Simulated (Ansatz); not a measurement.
Habitual settings against a tight run: CdSe (F-43m, 2 atoms in the cell)

Self-consistent single point.

```
CELL_PARAMETERS angstrom
      0.00000     3.07027     3.07027
      3.07027     0.00000     3.07027
      3.07027     3.07027     0.00000
ATOMIC_POSITIONS crystal
  Cd 0.00000 0.00000 0.00000
  Se 0.75000 0.75000 0.75000
```

Level of theory: PBEsol, PAW files made with PBE (plane waves; Ansatz, a first-principles code).

Base settings: basis.ecutwfc = 30.9 Ry; kpoints.mp_grid.grid = 8 8 8; hamiltonian.xc = pbesol; hamiltonian.pseudopotentials = {kind: paw} (the program's default PAW files); scf.occupations.method = fixed.

Tight run (finer mesh or higher cutoff; not a proven limit): basis.ecutwfc: 30.9 Ry → 43.4 Ry; kpoints.mp_grid.grid: 8 8 8 → 11 11 11; scf.convergence.dr2_threshold: default (1e-07 eV) → 1e-09 eV. It gave top of the valence band (on the code's own zero) 6.76 eV; gap on the k-point mesh 0.42 eV; pressure -1.41 GPa.

Quick runs, as changes from the base:
- A: the base itself
- B: basis.ecutwfc: 30.9 Ry → 24.6 Ry; kpoints.mp_grid.grid: 8 8 8 → 6 6 6; hamiltonian.xc: pbesol → lda; scf.convergence.dr2_threshold: default (1e-07 eV) → 0.001 eV [LDA (PW92)]
- C: basis.ecutwfc: 30.9 Ry → 18.4 Ry; kpoints.mp_grid.grid: 8 8 8 → 3 3 3; scf.occupations.method: fixed → gaussian; scf.occupations.width: default → 0.01 Ry
- D: basis.ecutwfc: 30.9 Ry → 21.7 Ry; scf.occupations.method: fixed → cold; scf.occupations.width: default → 0.01 Ry; width narrowed by the program to 0.0655 eV
- E: kpoints.mp_grid.grid: 8 8 8 → 3 3 3; hamiltonian.xc: pbesol → b3lyp [B3LYP]
- F: kpoints.mp_grid.grid: 8 8 8 → 4 4 4; hamiltonian.xc: pbesol → hse06 [HSE06]

Dashes: energy of B, E, F, another energy zero; gap of C, left out as unsure on this mesh or at this smearing; count of E, F, another kind of functional, whose work the count does not hold.

Gaps are read on each run's own mesh, which may miss the band edges.

† marks runs with another functional, U, potentials or spin treatment: their distance from the tight run is not a convergence error alone.

The count of work is k-points × plane waves × bands × iterations; it is no time. 

Pressures in the table are Ansatz's without its Pulay estimate, at a fixed set of plane waves; the tight run's value above holds the estimate.

The starting cell comes from a database of computed structures (which also holds hypothetical and non-ambient phases and stackings), without a prior relaxation at this level.

| run | energy less tight (meV/atom) | pressure less tight (GPa) | gap on the mesh less tight (eV) | count of work / tight |
|---|---|---|---|---|
| A | 1.1 | -0.01 | -0.001 | 0.31 |
| B† | – | -2.27 | -0.152 | 0.076 |
| C | 744.0 | -26.85 | – | 0.017 |
| D | 67.0 | -4.10 | 0.002 | 0.22 |
| E† | – | 4.36 | 1.336 | – |
| F† | – | 1.57 | 1.066 | – |

Among the runs at the tight run's level, the energy misses run from 1.1 to 744.0 meV/atom.

Left out of this page: 2 runs of the series unsound by tests on forces, stress, charge or solver warnings.

Keys are those of Ansatz 0.2.
